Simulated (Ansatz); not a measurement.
Consider the following.

```
CdS
1.0
    4.08157     0.00000     0.00000
   -2.04078     3.53474     0.00000
    0.00000     0.00000     6.64390
Cd S
2 2
Direct
  0.66667   0.33333   0.50032
  0.33333   0.66667   0.00032
  0.66667   0.33333   0.87668
  0.33333   0.66667   0.37668
```

Calculation: PBEsol with spin-orbit coupling, rigid bands (plane waves, PAW; Ansatz, a program for electronic structure). Condition of this run: hydrostatic pressure 2 GPa (the target of the relaxation). Cell: cell and atoms relaxed with PBEsol, then loaded as said.

Predict the electron conductivity mass (n e² τ/σ) at 300 K, by direction if it differs.

0.141 (x), 0.141 (y), 0.131 (z) mₑ.

Predict the hole conductivity mass (n e² τ/σ) at 300 K, by direction if it differs.

1.10 (x), 1.10 (y), 1.47 (z) mₑ.

And the band gap?

1.15 eV at this level; semilocal functionals usually fall short of the measured gap.

Rigid bands, one relaxation time for all states, no polarons.
